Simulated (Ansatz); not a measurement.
## Worked example: self-consistent single point of PbBrF (P4mm, 6 atoms in the cell) in Ansatz

Computed with PBEsol, default PAW files made with PBE (plane waves; Ansatz, a program for electronic structure).

This input was run:

Ansatz 0.2 input:
```yaml
crystal:
  lattice:
    - [4.197615, 0.000000, 0.000000]
    - [0.000000, 4.197615, 0.000000]
    - [0.000000, 0.000000, 7.685327]
  atoms:
    - { symbol: Pb, position: [0.000000, 0.500000, 0.815906] }
    - { symbol: Pb, position: [0.500000, 0.000000, 0.190600] }
    - { symbol: Br, position: [0.500000, 0.000000, 0.652730] }
    - { symbol: Br, position: [0.000000, 0.500000, 0.347270] }
    - { symbol: F, position: [0.500000, 0.500000, 0.000000] }
    - { symbol: F, position: [0.000000, 0.000000, 0.000000] }
basis:
  ecutwfc: 420.0 eV
kpoints:
  mp_grid: { grid: [5, 5, 3] }
hamiltonian:
  xc: pbesol
  pseudopotentials: { kind: paw }
scf:
  occupations: { method: fermi_dirac, width: 0.05 eV }
output:
  forces: true
  eigenvalues: true
  stress: true
```

The program printed (abridged):

```
WARN ansatz: RAYON_NUM_THREADS=1 ignored (pool sized by the plan → 1); use --threads N
Pseudopotentials: kind: paw
Pseudopotential: Pb, paw, valence charge 14
Pseudopotential: Br, paw, valence charge 7
Pseudopotential: F, paw, valence charge 7
Crystal: 6 atoms, lattice volume = 135.415 Å³
Basis set: ecut = 420 eV, 2637 PW (Γ), exchange–correlation on 60×60×108 points (8 copies of the dense FFT grid, shifted against one another)
Bands: 34, of which v1, the nominal top of the filled ones, is band 28 counted from 1 (27 counted from 0)
Symmetry: 8 space group operations
Space group: P4mm (ITA 99), of the structure as read, at distance tolerance 5.1e-5 Å
k-points: 12 of 75 (time reversal used)
PAW frozen core: Pb, regenerated for the run's functional, and the local potential with it
PAW frozen core: Br, regenerated for the run's functional, and the local potential with it
PAW frozen core: F, regenerated for the run's functional, and the local potential with it
Initial density: superposition of atomic densities (neutral atoms: chi_scale 0, normalization atom), corrected by the library's trained network
Initial wavefunctions: pseudopotential atomic-orbital guess
Eigensolver: davidson
Functional: x = pbesol(κ = 0.804, μ = 0.12345679012345678), c = pbesol(β = 0.046)
SCF iter   1: F=—  HF=-30587.998451 eV  |F-HF|=—  |Δ(HF+E_count)|=         —  Δρ=9.76e-3  dr2=9.64e-2  ethr=1.77e-3  ⟨swp⟩=7.8  Hψ=1844  notcnv=0
all-band conjugate gradients solve this SCF's bands
preconditioner: auto → Resta (q_TF=auto, 2.355 Å⁻¹)
SCF iter   2: F=—  HF=-30587.976839 eV  |F-HF|=—  |Δ(HF+E_count)|=   2.16e-2  Δρ=2.43e-3  dr2=9.83e-3  ethr=1.72e-4  ⟨swp⟩=2.0  Hψ=734  notcnv=0  defer=17
SCF iter   3: F=—  HF=-30587.974979 eV  |F-HF|=—  |Δ(HF+E_count)|=   1.86e-3  Δρ=7.46e-4  dr2=9.71e-4  ethr=1.76e-5  ⟨swp⟩=2.7  Hψ=699  notcnv=0  defer=17
SCF iter   4: F=—  HF=-30587.974897 eV  |F-HF|=—  |Δ(HF+E_count)|=   8.28e-5  Δρ=1.38e-4  dr2=1.70e-5  ethr=1.73e-6  ⟨swp⟩=2.0  Hψ=543  notcnv=0  defer=17
SCF iter   5: F=—  HF=-30587.974776 eV  |F-HF|=—  |Δ(HF+E_count)|=   1.21e-4  Δρ=2.98e-5  dr2=1.10e-6  ethr=3.04e-8  ⟨swp⟩=2.8  Hψ=814  notcnv=0  defer=17
SCF iter   6: F=-30587.974777 eV  HF=-30587.974777 eV  |F-HF|=5.78e-8  |Δ(HF+E_count)|=   1.23e-6  Δρ=6.20e-6  dr2=5.85e-8  ethr=1.79e-10  ⟨swp⟩=10.2  Hψ=2205  notcnv=0
SCF 1 converged in 6 iterations: F = -30587.974777 eV  dr2 = 5.85e-8
SCF converged after 6 iterations
Free energy (F): -30587.974777 eV
Harris-Foulkes:  -30587.974777 eV  (|F-HF|=5.78e-8)
Internal energy: -30587.974777 eV  (E = F + TS)
E sigma→0 (E₀):  -30587.974777 eV
Fermi energy:    6.936949 eV
--- Per-component energies (eV) ---
  E_band       = -218.483498
  E_kinetic    = 1248.330941
  E_local      = -4549.171928  (includes V_loc(G=0)·N_el)
  E_nonlocal   = 993.062106
  E_hartree    = 1788.781506
  E_xc         = -1118.973775
  E_vxc        = -676.215002  (∫ρ·V_xc dr)
  E_paw        = -25296.402477  (= ΣΔE_a)
  E_vpaw       = -812.057113  (= ΣTr[D̂ρ^β])
  E_aug_tail   = 0.004101  (compensation charges beyond the density's cutoff)
  E_ewald      = -3653.998910
  E_core_change = 0.393659  (= ΣΔE_core)
  E_smearing   = -0.000000  (= −TS)
  E_closure    = 0.000000  (closes the sum)
  Σ components = -30587.974777   (vs F -30587.974777, Δ=0.00e0)
--- Forces (eV/Å), atoms counted from 1 ---
  atom   1  Pb     0.00000000     0.00000000    -0.19257324
  atom   2  Pb    -0.00000000     0.00000000     0.09398198
  atom   3  Br     0.00000000     0.00000000     0.01649923
  atom   4  Br    -0.00000000     0.00000000    -0.03730160
  atom   5  F      0.00000000     0.00000000     0.05970066
  atom   6  F     -0.00000000     0.00000000     0.05970066
  max |Σ_I F_I| component: 7.70e-6 eV/Å
--- Stress (GPa, compression-positive) ---
       -1.753060       0.000000       0.000000
        0.000000      -1.753060       0.000000
        0.000000       0.000000      -1.055807
  P = ⅓ Tr σ = -1.5206 GPa (-15.206 kbar)
  The stress holds the Pulay correction. Without it, at fixed plane waves, as pw.x and ABINIT print it: P = -1.7287 GPa
--- Band table (eV; the first three rows and the last of 12) ---
  k-point 0: bands = ["-16.4497", "-16.0754", "-9.9718", "-9.9536", "-9.9536", "-9.9411", "-9.8998", "-9.8957", "-9.8726", "-9.8726", "-9.8271", "-9.7818", "-7.8962", "-7.4553", "-1.4996", "-0.2800", "1.2041", "1.2041", "2.3680", "2.6030", "2.6030", [...]
  k-point 1: bands = ["-16.4496", "-16.0754", "-9.9687", "-9.9531", "-9.9531", "-9.9412", "-9.8998", "-9.8974", "-9.8731", "-9.8731", "-9.8271", "-9.7817", "-7.9097", "-7.4456", "-1.3666", "-0.4916", "1.2164", "1.2164", "2.3683", "2.6017", "2.6017", [...]
  k-point 2: bands = ["-16.4118", "-16.1090", "-9.9634", "-9.9528", "-9.9507", "-9.9259", "-9.9103", "-9.8888", "-9.8706", "-9.8674", "-9.8327", "-9.7747", "-7.7942", "-7.4248", "-1.6344", "-0.6566", "1.2653", "1.3452", "2.1828", "2.4742", "2.6037", [...]
  k-point 11: bands = ["-16.2649", "-16.2292", "-9.9804", "-9.9372", "-9.9142", "-9.9142", "-9.8969", "-9.8887", "-9.8632", "-9.8406", "-9.8103", "-9.7842", "-7.3934", "-7.2995", "-1.6519", "-1.5526", "1.1780", "1.3451", "2.2204", "2.5701", [...]
```

The run converged in 6 iterations.

The starting cell comes from a database of computed structures (which also holds hypothetical and non-ambient phases and stackings), without a prior relaxation at this level. Its lattice was rescaled by up to half a per cent. One atom was moved a little off its site on purpose. Spin-orbit coupling is off. Ansatz's pressure includes its estimate of the finite-basis (Pulay) stress.
